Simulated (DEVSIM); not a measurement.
Device: Ti/SiO2/n-Si capacitor, at 300 K.

```
layer (left to right)  material  thickness (nm)  Nd (cm⁻³)
---------------------  --------  --------------  ---------
1                          SiO2            15.0          -
2                            Si             520     2.4e18
```

Metal gate on the left, work function 4.33 eV. Fixed charge at the semiconductor interface -3.4e11 cm⁻² (in units of +e); no interface traps.

This is a model device: material constants are rounded textbook-type values typed into the input, and sizes, dopings and lifetimes were drawn at random. Values at 300 K.

```tsv
parameter	SiO2	Si
gap (eV)	9	1.124
affinity (eV)	0.9	4.05
permittivity	3.9	11.7
Nc (cm⁻³)	-	2.86e19
Nv (cm⁻³)	-	3.1e19
```

DEVSIM, 1D Poisson equation in equilibrium, Boltzmann statistics, complete ionisation; no quantum confinement or tunnelling. Metal contacts follow the ideal Schottky-Mott rule: no Fermi-level pinning, no interface dipoles.

Question: Tabulate band edges, carrier densities and field at -1.5 V on the gate.

Answer: Energies count from the Fermi level of the right contact; mesh points crowd at the junctions.

```tsv
x (μm)	Ec (eV)	Ev (eV)	n (cm⁻³)	p (cm⁻³)	field (V/cm)
0.000	4.930	-4.070	< 1e2	< 1e2	-990000
0.001064	4.824	-4.176	< 1e2	< 1e2	-990000
0.002825	4.649	-4.351	< 1e2	< 1e2	-990000
0.006063	4.327	-4.673	< 1e2	< 1e2	-990000
0.01136	3.800	-5.200	< 1e2	< 1e2	-990000
0.01346	3.591	-5.409	< 1e2	< 1e2	-990000
0.01473	3.465	-5.535	< 1e2	< 1e2	-990000
0.01605	0.250	-0.874	1.8e15	65000	-350000
0.01818	0.185	-0.939	2.2e16	5200	-270000
0.02237	0.105	-1.019	5.0e17	230	-120000
0.03060	0.066	-1.058	2.2e18	< 1e2	-8700
0.05414	0.064	-1.060	2.4e18	< 1e2	≈ 0
0.09300	0.064	-1.060	2.4e18	< 1e2	≈ 0
0.1641	0.064	-1.060	2.4e18	< 1e2	≈ 0
0.3498	0.064	-1.060	2.4e18	< 1e2	≈ 0
0.4380	0.064	-1.060	2.4e18	< 1e2	≈ 0
0.4862	0.064	-1.060	2.4e18	< 1e2	≈ 0
0.5107	0.064	-1.060	2.4e18	< 1e2	≈ 0
0.5256	0.064	-1.060	2.4e18	< 1e2	≈ 0
0.5308	0.064	-1.060	2.4e18	< 1e2	≈ 0
0.5334	0.064	-1.060	2.4e18	< 1e2	≈ 0
0.5350	0.064	-1.060	2.4e18	< 1e2	≈ 0
```
